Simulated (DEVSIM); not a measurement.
System: Pd/AlN/n-Si capacitor, at 300 K.

Layer 1 from the left is AlN, thickness (nm) 2.70. Layer 2 from the left is Si, thickness (nm) 350, Nd (cm⁻³) 2.7e18.

Metal gate on the left, work function 5.2 eV. Fixed charge at the semiconductor interface 8.4e11 cm⁻² (in units of +e); no interface traps.

This is a model device: material constants are rounded textbook-type values typed into the input, and sizes, dopings and lifetimes were drawn at random. Values at 300 K.

AlN: gap (eV) 6.1, affinity (eV) 1.9, permittivity 8.5. Si: gap (eV) 1.124, affinity (eV) 4.05, permittivity 11.7, Nc (cm⁻³) 2.86e19, Nv (cm⁻³) 3.1e19.

DEVSIM, 1D Poisson equation in equilibrium, Boltzmann statistics, complete ionisation; no quantum confinement or tunnelling. Metal contacts follow the ideal Schottky-Mott rule: no Fermi-level pinning, no interface dipoles.

What does the simulation give for the minimum of the low-frequency capacitance, the threshold voltage (band bending 2φF)?

minimum of the low-frequency capacitance 0.441 μF/cm²; threshold voltage (band bending 2φF) -0.30 V.
